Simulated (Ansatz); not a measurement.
## Effect of pressure 2.1 GPa on Cu

Base system: Cu in the fcc (Cu type) structure (space group Fm-3m, No. 225; a = 3.579 Å).

Modification: cell and atoms relaxed at a pressure of 2.1 GPa.

The values are results of r2SCAN/PAW in Ansatz (an electronic-structure program), without spin-orbit coupling, earlier PAW set, not measurements. k-mesh 22×22×22 (Γ-centred); smearing 0.05 eV (Fermi–Dirac).

The volume per atom decreases by 0.14 Å³ (11.46 Å³ → 11.32 Å³) and the density goes up by 0.115 g/cm³, from 9.21 g/cm³ to 9.32 g/cm³. The lattice parameter a drops by 0.015 Å to 3.564 Å and the shortest interatomic distance falls by 0.0105 Å, from 2.531 Å to 2.520 Å. The enthalpy H = E + PV relative to the base's energy amounts to +0.15 eV/atom and the band gap is still zero.

Final structure:

```yaml
crystal:
  lattice:
    - [0.00000, 1.78210, 1.78210]
    - [1.78210, 0.00000, 1.78210]
    - [1.78210, 1.78210, 0.00000]
  atoms:
    - { symbol: Cu, position: [0.00000, 0.00000, 0.00000] }
```

Load acts through the strain it causes; cell and atoms are relaxed under it. Stability against distortions was not tested. All final runs are without spin polarisation.
